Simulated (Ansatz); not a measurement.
The starting structures come from a database of crystals and need not be the phases stable at ambient conditions.

Tunnelling through a barrier is set by its complex band structure: the current falls as exp(−2κd) with the smallest κ.

Data:

```yaml
crystal:
  lattice:
    - [4.47907, 0.00000, 0.00000]
    - [0.00000, 4.89550, 0.00000]
    - [0.00000, 0.00000, 5.39262]
  atoms:
    - { symbol: Mg, position: [0.50000, 0.75000, 0.83153] }
    - { symbol: Mg, position: [0.50000, 0.25000, 0.16847] }
    - { symbol: Mg, position: [0.00000, 0.25000, 0.66847] }
    - { symbol: Mg, position: [0.00000, 0.75000, 0.33153] }
    - { symbol: H, position: [0.27231, 0.41981, 0.89107] }
    - { symbol: H, position: [0.72769, 0.58019, 0.10893] }
    - { symbol: H, position: [0.22769, 0.91981, 0.60893] }
    - { symbol: H, position: [0.77231, 0.08019, 0.39107] }
    - { symbol: H, position: [0.77231, 0.58019, 0.60893] }
    - { symbol: H, position: [0.22769, 0.41981, 0.39107] }
    - { symbol: H, position: [0.72769, 0.08019, 0.89107] }
    - { symbol: H, position: [0.27231, 0.91981, 0.10893] }
```

Space group of this cell: Pbcn. The cell is taken as given.

Transport runs along the normal of the first two printed cell vectors.

The gap is the functional's own. No spin-orbit coupling. Mid-gap values are interpolated on the energy grid.

### Question
Predict the band gap and the smallest decay constant κ at mid-gap from r2SCAN run with Ansatz (an electronic-structure program).

### Answer
Gap 4.30 eV on a 8×6×6 mesh; κ = 0.358 1/Å, at (0.500, 0.500) of the in-plane reciprocal vectors. At the zone centre, at the nearest computed energy, the slowest state has κ = 0.43 1/Å.
